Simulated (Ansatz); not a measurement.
Where the default PAW files enter, the runs use the earlier of Ansatz's two default sets.

Consider the following.

```xyz
2
Lattice="3.0787 0.0000 0.0000 0.0000 3.0787 0.0000 1.5394 1.5394 2.1770" Properties=species:S:1:pos:R:3 pbc="T T T"
Si     3.0787     1.5394     1.0885
C      0.0000     0.0000     0.0000
```

Space group of this cell: F-43m, zinc blende. The cell is taken as given; by LDA its mean pressure is -3.8 GPa.

Transport runs along the normal of the first two printed cell vectors, the (001) plane of the conventional cell.

The gap is the functional's own, uncorrected, and κ follows it; spin-orbit coupling is left out. Mid-gap means the computed energy nearest the middle.

Question: State the band gap and the smallest decay constant κ at mid-gap according to LDA (Ansatz, a program for electronic structure).

Answer: Gap 1.32 eV on a 14×14×14 mesh; κ = 0.184 1/Å, at (0.500, 0.500) of the in-plane reciprocal vectors. At the zone centre the slowest state has κ = 0.24 1/Å.
